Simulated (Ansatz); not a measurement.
**Convergence study of the k-point mesh for a (001) slab of Mg (cut from a parent of space group no. 194; 4 atoms in the cell)**

```
CELL_PARAMETERS angstrom
      3.20037     0.00000     0.00000
     -1.60018     2.77160     0.00000
      0.00000     0.00000    21.79160
ATOMIC_POSITIONS crystal
  Mg 0.66667 0.33333 0.44041
  Mg 0.33333 0.66667 0.32122
  Mg 0.66667 0.33333 0.67878
  Mg 0.33333 0.66667 0.55959
```

Level of theory: LDA (PW92), PAW files made with PBE (plane waves; Ansatz, a quantum-chemistry and plane-wave program).

Base settings: basis.ecutwfc = 420 eV; kpoints.mp_grid.grid = 11 11 1; hamiltonian.xc = lda; hamiltonian.pseudopotentials = {kind: paw} (the program's default PAW files); scf.occupations.method = fermi_dirac; scf.occupations.width = 0.1 eV.

Only quantities that move along the ladder and can be compared are tabulated.

The count of work is k-points × plane waves × bands × iterations; it is no time. 

The starting cell has typed, rounded lattice constants, without a prior relaxation at this level. The slab is cut from that crystal, and its faces are unrelaxed. Its lattice was rescaled by up to half a per cent.

Steps (kpoints.mp_grid.grid): 2 2 1; 3 3 1; 4 4 1; 5 5 1; 6 6 1; 7 7 1; 9 9 1; 10 10 1; 11 11 1; 12 12 1; 14 14 1; 16 16 1; 19 19 1; 22 22 1; 26 26 1; 30 30 1.

### Question
What is the coarsest kpoints.mp_grid.grid that holds the free energy within 5 meV/atom of the last step, with all finer ones?

### Answer
11 11 1, at 0.18 of the last step's count of work; the step before is off by 5.7 meV/atom.

### Question
What is the coarsest kpoints.mp_grid.grid that holds the forces within 0.01 eV/Å?

### Answer
Not settled: the last two steps still differ by 0.007 eV/Å, over half the tolerance, so the ladder does not show it.

| kpoints.mp_grid.grid | free energy less the last step's (meV/atom) | largest difference of a force vector from the last step's (eV/Å) | count of work / last |
|---|---|---|---|
| 2 2 1 | 463.53 | 1.129 | 0.031 |
| 3 3 1 | 116.29 | 0.230 | 0.042 |
| 4 4 1 | -55.17 | 0.107 | 0.050 |
| 5 5 1 | 11.50 | 0.208 | 0.063 |
| 6 6 1 | 10.47 | 0.147 | 0.077 |
| 7 7 1 | -2.35 | 0.070 | 0.088 |
| 9 9 1 | 10.37 | 0.068 | 0.13 |
| 10 10 1 | -5.71 | 0.050 | 0.15 |
| 11 11 1 | 1.44 | 0.027 | 0.18 |
| 12 12 1 | 1.85 | 0.009 | 0.21 |
| 14 14 1 | 0.28 | 0.005 | 0.26 |
| 16 16 1 | 1.39 | 0.019 | 0.33 |
| 19 19 1 | 0.69 | 0.012 | 0.44 |
| 22 22 1 | 0.49 | 0.002 | 0.57 |
| 26 26 1 | -0.17 | 0.007 | 0.77 |
| 30 30 1 | 0.00 | 0.000 | 1.0 |

Keys are those of Ansatz 0.2.
